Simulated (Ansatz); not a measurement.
Cost and result by functional for the adsorption energy of OH on the 1x1 (101) surface of anatase TiO2 (cut with top plane O), one in a 2x1 cell, started at the site 'top O', in Ansatz (plane waves, PAW). Single points on the PBE structure, on one kind of machine; costs are rough ratios of the slab run's core time (references not counted) to the cheapest single point. r2SCAN's cost holds its higher cutoff (500 against 420 eV). Differences are taken against r2SCAN for comparison alone: no measured value is at hand, so the table doesn't rank accuracy. The points keep PBE's geometry, so the relaxation of a polaron and the settling of charge on one site are left out.

Host crystal: anatase TiO2, with a band gap (PBE, scalar-relativistic without spin-orbit coupling).

Slab: 38 atoms, 9.4 Å thick at the start under the adsorbate (thin: gaps and levels are the slab's own); k 3x4x1, smearing 0.01 eV, dipole-corrected; 14 atoms held, the rest relaxed; no symmetry held; spin-polarised, ending with about 1.0 μB a cell; orders that need a larger cell were not tried, no spin-orbit, no U, no dispersion correction. At the end it is bonded to Ti. In PBE this state lies 0.06 eV over the lowest of the starts that converged ('top O #2'). These notes are the PBE run's. r2SCAN: The program's check for a lower electronic state was not made. Adsorption energies are against H2O(g) − ½ H2(g). A negative adsorption energy means that the adsorbate is more stable on the surface than in its reference.

```csv
functional,relative cost,adsorption energy (eV),less r2SCAN (eV)
RPBE,1,2.46,0.29
r2SCAN,2,2.17,0.00
PBE (the relaxed run's value),–,2.35,0.18
```

The values span 0.29 eV, while the single points' costs differ by a factor of roughly 2. Differences are of unrounded values.

Ansatz is a quantum-chemistry and plane-wave program.
